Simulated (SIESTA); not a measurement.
**Worked example: self-consistent single point of Mg₁₄AlNi (P-6m2, 16 atoms in the cell) in SIESTA**

Method: SIESTA with LDA PW92, numerical atomic orbitals DZP, PseudoDojo LDA standard norm-conserving potentials (rewritten from UPF to PSML).

Input:

```
# files in the folder: Mg.psml Al.psml Ni.psml (PseudoDojo LDA standard)
SystemName  Mg14AlNi
SystemLabel Mg14AlNi

NumberOfAtoms                16
NumberOfSpecies              3
%block ChemicalSpeciesLabel
  1 12 Mg
  2 13 Al
  3 28 Ni
%endblock ChemicalSpeciesLabel
LatticeConstant              1.0 Ang
%block LatticeVectors
     6.234210000    0.000000000    0.000000000
    -3.117105000    5.398984000    0.000000000
     0.000000000    0.000000000    9.961150000
%endblock LatticeVectors
AtomicCoordinatesFormat      Bohr
%block AtomicCoordinatesAndAtomicSpecies
    -2.940289377    5.104157284    0.000000000  1
    -0.000000000   10.196887655    0.000000000  1
     2.940289377    5.104157284    0.000000000  1
     8.791356853    5.075692027    9.411922693  1
     5.890474752    0.051217058    9.411922693  1
     2.989592651    5.075692027    9.411922693  1
    -3.064990728    8.571307220    4.877823055  1
     3.064990728    8.571307220   13.946022331  1
     0.000000000    3.262587783    4.877823055  1
    -3.064990728    8.571307220   13.946022331  1
     3.064990728    8.571307220    4.877823055  1
     0.000000000    3.262587783   13.946022331  1
     5.890480642    3.400863636    4.668313656  1
     5.890480642    3.400863636   14.155531731  1
     0.000000000    0.000000000    0.000000000  2
     0.000000000    0.000000000    9.411922693  3
%endblock AtomicCoordinatesAndAtomicSpecies

XC.functional                LDA
XC.authors                   PW92
PAO.BasisSize                DZP
PAO.EnergyShift              0.01 Ry
MeshCutoff                   350 Ry
%block kgrid.MonkhorstPack
    5   0   0  0.0
    0   5   0  0.0
    0   0   3  0.0
%endblock kgrid.MonkhorstPack
OccupationFunction           FD
ElectronicTemperature        0.05 eV

MaxSCFIterations             150
SCF.Mixer.Method             Pulay
SCF.Mixer.Weight             0.1
SCF.Mixer.History            6
SCF.DM.Tolerance             1.0E-04
Diag.ParallelOverK           true
WriteForces                  true
```

The program printed (abridged):

```
reinit: Reading from file input.fdf

reinit: System Name: Mg14AlNi
reinit: System Label: Mg14AlNi

coor:   Atomic-coordinates input format  =     Cartesian coordinates
coor:                                            (in Bohr units)

siesta: Atomic coordinates (Bohr) and species
siesta:     -2.94029   5.10416   0.00000  1        1
siesta:     -0.00000  10.19689   0.00000  1        2
siesta:      2.94029   5.10416   0.00000  1        3
siesta:      8.79136   5.07569   9.41192  1        4
siesta:      5.89047   0.05122   9.41192  1        5
siesta:      2.98959   5.07569   9.41192  1        6
siesta:     -3.06499   8.57131   4.87782  1        7
siesta:      3.06499   8.57131  13.94602  1        8
siesta:      0.00000   3.26259   4.87782  1        9
siesta:     -3.06499   8.57131  13.94602  1       10
siesta:      3.06499   8.57131   4.87782  1       11
siesta:      0.00000   3.26259  13.94602  1       12
siesta:      5.89048   3.40086   4.66831  1       13
siesta:      5.89048   3.40086  14.15553  1       14
siesta:      0.00000   0.00000   0.00000  2       15
siesta:      0.00000   0.00000   9.41192  3       16

siesta: System type = bulk

initatomlists: Number of atoms, orbitals, and projectors:     16   158   148

siesta: ******************** Simulation parameters ****************************
redata: Spin configuration                          = none
redata: Time-Reversal Symmetry                      = T
redata: Number of Atomic Species                    =        3
redata: Mesh Cutoff                                 =   350.0000 Ry
redata: Net charge of the system                    =     0.0000 |e|
redata: Min. number of SCF Iter                     =        0
redata: Max. number of SCF Iter                     =      150
redata: SCF convergence failure will abort job
redata: SCF mix quantity                            = Hamiltonian
redata: Mix DM or H after convergence               =   F
   [... lines left out ...]
diag: Parallel distribution                         =     1 x     1
diag: Used triangular part                          = Lower
diag: Absolute tolerance                            =  0.100E-15
diag: Orthogonalization factor                      =  0.100E-05
diag: Memory factor                                 =  1.0000

superc: Internal auxiliary supercell:     5 x     5 x     3  =      75
superc: Number of atoms, orbitals, and projectors:   1200  11850  11100

                        Single-point calculation

superc: Internal auxiliary supercell:     5 x     5 x     3  =      75
superc: Number of atoms, orbitals, and projectors:   1200  11850  11100

outcell: Unit cell vectors (Ang):
        6.234210    0.000000    0.000000
       -3.117105    5.398984    0.000000
        0.000000    0.000000    9.961150

outcell: Cell vector modules (Ang)   :    6.234210    6.234210    9.961150
outcell: Cell angles (23,13,12) (deg):     90.0000     90.0000    120.0000
outcell: Cell volume (Ang**3)        :    335.2764
new_DM -- step:     1
Initializing Density Matrix...

Attempting to read DM from file... Failed...
DM filled with atomic data:

InitMesh: MESH = 64 x 64 x 120 = 491520
InitMesh: Mesh cutoff (required, used) =   350.000   388.363 Ry

stepf: Fermi-Dirac step function
        iscf     Eharris(eV)        E_KS(eV)     FreeEng(eV)     dDmax    Ef(eV) dHmax(eV)
   scf:    1   -26937.161395   -27118.105080   -27118.187462  0.950357 -2.734159 64.717886
   scf:    2   -27033.417290   -27165.557257   -27165.602322  0.793303 -3.189887 37.639968
   scf:    3   -27196.299101   -27182.979736   -27183.021610  0.515601 -3.153284 23.168638
   scf:    4   -27197.358106   -27192.162865   -27192.204740  0.330712 -3.136962  7.607084
   scf:    5   -26306.044088   -26907.793908   -26907.868811  1.473596 -2.373005122.864392
   scf:    6   -27125.834685   -27190.094958   -27190.133180  1.356741 -3.173407 14.717657
   scf:    7   -27193.110014   -27193.940299   -27193.985923  0.198170 -3.128993  1.896324
   scf:    8   -27193.662938   -27193.824829   -27193.871376  0.038669 -3.129731  3.328349
   scf:    9   -27194.102503   -27194.015953   -27194.061002  0.025714 -3.142196  0.881112
   scf:   10   -27194.026502   -27194.030925   -27194.075349  0.012625 -3.148148  0.170462
   scf:   11   -27194.024378   -27194.029775   -27194.074337  0.006636 -3.148155  0.327050
   scf:   12   -27194.032643   -27194.031604   -27194.076030  0.002801 -3.149833  0.113089
   scf:   13   -27194.031299   -27194.031798   -27194.076104  0.002220 -3.151196  0.088256
   scf:   14   -27194.031922   -27194.031913   -27194.076253  0.000906 -3.151021  0.011686
   scf:   15   -27194.031906   -27194.031912   -27194.076256  0.000316 -3.151214  0.004462
   scf:   16   -27194.031915   -27194.031913   -27194.076256  0.000037 -3.151287  0.001507
   scf:   17   -27194.031911   -27194.031912   -27194.076256  0.000036 -3.151378  0.000917
SCF Convergence by DM+H criterion
max |DM_out - DM_in|         :     0.0000362993
max |H_out - H_in|      (eV) :     0.0009169803
SCF cycle converged after 17 iterations

Using DM_out to compute the final energy and forces

siesta: E_KS(eV) =           -27194.0319

siesta: E_KS - E_eggbox =    -27194.0319

siesta: Atomic forces (eV/Ang):
     1    0.099152    0.057246    0.000000
     2   -0.000000   -0.114491   -0.000000
     3   -0.099147    0.057243    0.000000
     4    0.061017    0.035227    0.000000
     5   -0.000000   -0.070455    0.000000
     6   -0.061012    0.035225    0.000000
     7    0.198604   -0.114664    0.024187
     8   -0.198600   -0.114670   -0.024186
     9    0.000008    0.229327    0.024186
    10    0.198604   -0.114664   -0.024187
    11   -0.198600   -0.114670    0.024186
    12    0.000008    0.229327   -0.024186
    13   -0.000022    0.000009   -0.048617
    14   -0.000022    0.000009    0.048617
    15   -0.000000    0.000000   -0.000000
    16   -0.000000    0.000000   -0.000000
   Tot   -0.000011   -0.000001   -0.000000
   Max    0.229327
   Res    0.088741    sqrt( Sum f_i^2 / 3N )
   Max    0.229327    constrained

Stress tensor Voigt[x,y,z,yz,xz,xy] (kbar):       10.19       10.19       -8.63        0.00        0.00       -0.00
(Free)E + p*V (eV/cell)   -27194.8953
Target enthalpy (eV/cell)   -27194.0763

siesta: Program's energy decomposition (eV):
siesta: Ebs     =     -6973.794464
siesta: Eions   =     33511.832434
siesta: Ena     =      2284.968660
siesta: Ekin    =     15006.899906
siesta: Enl     =     -7612.278797
siesta: Eso     =         0.000000
siesta: Edftu   =         0.000000
siesta: DEna    =       158.878403
siesta: DUscf   =         4.447934
siesta: DUext   =         0.000000
siesta: Ex      =     -3225.560043
siesta: Ec      =      -299.555542
siesta: Exc     =     -3525.115584
siesta: Eharris =    -27194.031911
siesta: Etot    =    -27194.031912
siesta: FreeEng =    -27194.076256

siesta: Atomic forces (eV/Ang):
siesta:      1    0.099152    0.057246    0.000000
siesta:      2   -0.000000   -0.114491   -0.000000
siesta:      3   -0.099147    0.057243    0.000000
siesta:      4    0.061017    0.035227    0.000000
siesta:      5   -0.000000   -0.070455    0.000000
siesta:      6   -0.061012    0.035225    0.000000
siesta:      7    0.198604   -0.114664    0.024187
siesta:      8   -0.198600   -0.114670   -0.024186
siesta:      9    0.000008    0.229327    0.024186
siesta:     10    0.198604   -0.114664   -0.024187
siesta:     11   -0.198600   -0.114670    0.024186
siesta:     12    0.000008    0.229327   -0.024186
siesta:     13   -0.000022    0.000009   -0.048617
siesta:     14   -0.000022    0.000009    0.048617
siesta:     15   -0.000000    0.000000   -0.000000
siesta:     16   -0.000000    0.000000   -0.000000
siesta: ----------------------------------------
siesta:    Tot   -0.000011   -0.000001   -0.000000

siesta: Stress tensor (static) (eV/Ang**3):
siesta:     0.006357   -0.000000    0.000000
siesta:    -0.000000    0.006357    0.000000
siesta:     0.000000    0.000000   -0.005386

siesta: Cell volume =        335.276372 Ang**3

siesta: Pressure (static):
siesta:                Solid            Molecule  Units
siesta:          -0.00002661          0.00000505  Ry/Bohr**3
siesta:          -0.00244279          0.00046392  eV/Ang**3
siesta:          -3.91377339          0.74327632  kBar
```

The run converged in 17 iterations.

The starting cell comes from a database of computed structures (which also holds hypothetical and non-ambient phases and stackings), without a prior relaxation at this level. Spin polarisation is off. Values carry the incompleteness of an atom-centred basis.

Cost on one core of a shared machine: roughly 90 s.
